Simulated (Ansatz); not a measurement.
Functionals compared on the (21-32) surface of hcp Sc in its 1x1 cell, outermost plane spacing 0.67 Å in the ideal cut (one of several cuts of this face), in Ansatz (plane waves, PAW). The structure was relaxed with PBE; the other rows are single points on it, each with its references at the same level. Cutoff 420 eV (500 eV for r2SCAN).

Slab: 22 atoms, 10.7 Å thick at the start; k 7x5x1, smearing 0.1 eV, dipole-corrected; all atoms relaxed; held to the start's symmetry, so lower structures may exist; no spin, no spin-orbit, no U. These notes are the PBE run's.

| functional | surface energy (J/m²) | work function of the top face (eV) | rough cost of the single point |
|---|---|---|---|
| PBE | 1.35 | 3.13 | – |
| LDA | 1.51 | 3.30 | roughly 4 core-minutes |
| PBEsol | 1.46 | 3.18 | around 4 core-minutes (rough) |
| RPBE | 1.25 | 3.03 | very roughly 4 core-minutes |
| r2SCAN | 1.45 | 3.16 | around 8 core-minutes (rough) |

Ansatz is a quantum-chemistry and plane-wave program.
